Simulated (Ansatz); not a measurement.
Functionals compared on a constructed model of the (100) surface of fcc Pd, a pseudomorphic layer of Ir in the host's stacking (bottom of the slab: a bare face, its two planes held), in Ansatz (plane waves, PAW). The structure was relaxed with PBE; the other rows are single points on it. Cutoff 420 eV (500 eV for r2SCAN).

Slab: 7 atoms, 12.0 Å thick at the start; k 13x13x1, smearing 0.1 eV, dipole-corrected; 2 atoms held, the rest relaxed; start symmetry kept, larger cells not searched; no spin, no spin-orbit, no U. It is one candidate, not shown to be the stable structure of the face. These notes are the PBE run's.

```tsv
functional	work function of the top face (eV)	rough cost of the single point
PBE	5.68	–
RPBE	5.53	very roughly 25 core-seconds
r2SCAN	5.79	very roughly 80 core-seconds
```

Ansatz is a program for electronic structure.
